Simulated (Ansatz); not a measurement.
**Short convergence ladders for BaSn3Au (I4mm, 5 atoms in the cell)**

```
BaSn3Au
1.0
   -2.52253     2.52253     5.57728
    2.52253    -2.52253     5.57728
    2.52253     2.52253    -5.57728
Ba Sn Au
1 3 1
Direct
  0.00476   0.00476   0.00000
  0.60129   0.60129   0.00000
  0.74955   0.24955   0.50000
  0.24955   0.74955   0.50000
  0.35723   0.35723   0.00000
```

Base method: LDA (PW92), default PAW files made with PBE (plane waves; Ansatz, a program for electronic structure).

Base settings: basis.ecutwfc = 420 eV; kpoints.mp_grid.grid = 5 5 5; hamiltonian.xc = lda; hamiltonian.pseudopotentials = {kind: paw} (the program's default PAW files); scf.occupations.method = fermi_dirac; scf.occupations.width = 0.1 eV.

The count of work is k-points × plane waves × bands × iterations; it is no time. Core times come from one kind of shared machine, to one figure; runs under 30 s give none.

**The cutoff for other potential files**

Level: DFT, LDA (PW92), plane waves, harder PAW files (source: ansatz) made with PBE.

In this ladder: hamiltonian.pseudopotentials = {kind: paw, source: ansatz}.

The second cell is the first with its lattice scaled by 0.98.

The mesh stays at the base's, so the ladder's end is converged at best in this setting alone.

The first pressure column holds Ansatz's estimate of the finite-basis (Pulay) stress, which hides part of the cutoff error; the other is without it.

Only quantities that move along the ladder and can be compared are tabulated.

| basis.ecutwfc | free energy less the last step's (meV/atom) | energy of the compressed cell less the first (meV/atom) | pressure (GPa) | pressure without the Pulay estimate (GPa) | largest difference of a force vector from the last step's (eV/Å) | count of work / last | core time / last (rough) |
|---|---|---|---|---|---|---|---|
| 290 eV | 23209.42 | -64.17 | -5.30 | -653.88 | 0.474 | 0.11 | – |
| 350 eV | 4692.63 | -44.05 | -3.47 | -173.77 | 0.197 | 0.14 | – |
| 450 eV | 242.15 | -13.09 | -2.83 | -16.03 | 0.007 | 0.21 | – |
| 545 eV | 8.61 | -12.45 | -2.80 | -3.45 | 0.000 | 0.28 | – |
| 640 eV | 0.92 | -12.38 | -2.80 | -2.81 | 0.000 | 0.35 | – |
| 770 eV | 0.59 | -12.38 | -2.80 | -2.80 | 0.000 | 0.47 | 0.5 |
| 960 eV | 0.13 | -12.38 | -2.80 | -2.80 | 0.000 | 0.65 | 0.6 |
| 1280 eV | 0.00 | -12.38 | -2.80 | -2.80 | 0.000 | 1.0 | 1 |

Coarsest basis.ecutwfc that holds the pressure without the Pulay estimate within 0.5 GPa of the last step, with all finer ones: 640 eV, at 0.35 of the last step's count of work; the step before is off by 0.65 GPa.

Coarsest basis.ecutwfc that holds the free energy within 2 meV/atom of the last step, with all finer ones: 640 eV, at 0.35 of the last step's count of work; the step before is off by 8.6 meV/atom.

Coarsest basis.ecutwfc that holds the energy of the compressed cell less the first within 1 meV/atom of the last step, with all finer ones: 450 eV, at 0.21 of the last step's count of work; the step before is off by 32 meV/atom.

The energy difference between the two cells stays within 1 meV/atom of the last step's from 450 eV on, the total only from 640 eV on: much of the error is common to both cells and cancels.

At the lowest cutoff the pressure without the Pulay estimate lies 651 GPa under the last step's, the usual sign of Pulay stress in an incomplete plane-wave basis.

**The relaxed cell against the cutoff**

On BaSn₃Au (I4mm, 5 atoms in the cell): atoms on their sites.

In this ladder: relax = cell and atoms.

The mesh stays at the base's, so the ladder's end is converged at best in this setting alone.

Only quantities that move along the ladder and can be compared are tabulated.

| basis.ecutwfc | relaxed volume (Å³/atom) | relaxation steps | core time / last (rough) |
|---|---|---|---|
| 210 eV | 26.852 | 65 | 2 |
| 250 eV | 27.283 | 26 | 1.0 |
| 295 eV | 27.100 | 13 | 0.4 |
| 355 eV | 27.006 | 8 | 0.6 |
| 420 eV | 26.990 | 6 | 0.4 |
| 505 eV | 26.987 | 6 | 0.6 |
| 630 eV | 26.987 | 6 | 0.6 |
| 840 eV | 26.986 | 6 | 1 |

Coarsest basis.ecutwfc that holds the relaxed volume within 0.054 Å³/atom of the last step, with all finer ones: 355 eV; the step before is off by 0.11 Å³/atom.

At the lowest cutoff the cell relaxes to a volume 0.5 % smaller than at the highest. Ansatz relaxes on a stress corrected for the finite basis.

On the base run: the starting cell comes from a database of computed structures (which also holds hypothetical and non-ambient phases and stackings), without a prior relaxation at this level. Its lattice was rescaled by up to half a per cent. One atom was moved a little off its site on purpose.

Keys are those of Ansatz 0.2.
